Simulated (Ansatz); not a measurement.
The reference is MgO in the rock salt structure (space group Fm-3m, No. 225; a = 4.254 Å).

It is then changed as follows: the cell is scaled by 1.0367 in all directions; the atoms relax in the strained cell.

Levels (all Ansatz, an electronic-structure program, PAW): PBE (420 eV, no spin-orbit coupling); HSE06+SOC (420 eV, spin-orbit coupling included).

The geometry is relaxed with PBE.

```
Quantity                                Result
-------------------------  -------------------
PBE band gap                           3.52 eV
PBE valence-band top at Γ  0.00, 0.00, 0.00 eV
```

**Question.** How does going to HSE06+SOC change the band gap and valence-band top at Γ?

**Answer.** The band gap goes up by 1.595 eV (3.52 eV → 5.11 eV); the valence-band top at Γ (three highest Kramers pairs, from the VBM) goes from 0.00, 0.00, 0.00 eV to 0.00, 0.00, -0.04 eV. The threefold valence maximum splits by Δso ≈ 41 meV.

Single points use the geometry relaxed with PBE. The spin-orbit shifts are approximate. Stability against distortions was not tested.
